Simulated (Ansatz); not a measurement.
Consider CdS in the zinc blende structure (space group F-43m, No. 216).

```xyz
2
Lattice="0.0000 2.9388 2.9388 2.9388 0.0000 2.9388 2.9388 2.9388 0.0000" Properties=species:S:1:pos:R:3 pbc="T T T"
Cd     0.0000     0.0000     0.0000
S      1.4694     1.4694     1.4694
```

Method: r2SCAN (Ansatz, a program for electronic structure, PAW, no spin-orbit coupling).

Before the change:

```
Quantity                            Value
-------------  --------------------------
Hole mass      0.16, 0.78, 0.78 mₑ (at Γ)
Gap character                 direct at Γ
```

The change: every lattice vector is shortened by 1.00 %; the atoms relax in the strained cell.

Problem. What does the calculation give for the hole mass and gap character after the change?

Solution. The hole mass (degenerate bands, along [100]) changes from 0.16, 0.78, 0.78 mₑ (at Γ) to 0.17, 0.76, 0.76 mₑ (at Γ); the gap character is still direct at Γ.

Effective masses come from finite differences of ±0.01 Å⁻¹. Whether these cells are dynamically stable was not tested.
